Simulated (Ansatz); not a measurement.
Start from Ge (space group Pm-3n, No. 223; a = 5.3226 Å; a hypothetical phase, not in the database extracts checked). Axes: x, y, z lie along the cube axes.

Level of theory: Ansatz (a program for electronic structure), PBEsol, PAW, cutoff 420 eV, no SOC.

Now apply this change: an isotropic linear strain of −2.40 %; the atoms relax in the strained cell.

Q: Predict the stress tensor and what it implies for the stiffness.

A: Stress of the strained cell less that of the base (GPa, compression positive):
```
    6.1     0.0     0.0
    0.0     6.1     0.0
    0.0     0.0     6.1
```

Then B = −ΔP/(ΔV/V₀) with ΔV/V₀ = -0.0703 gives secant stiffness values (nonlinear terms included at this strain): B ≈ 86 GPa.

As a check, the harmonic strain energy −½ V₀ Δσ:ε is 26 meV/atom; the computed energy rise is 23 meV/atom.

Stability against distortions was not tested.
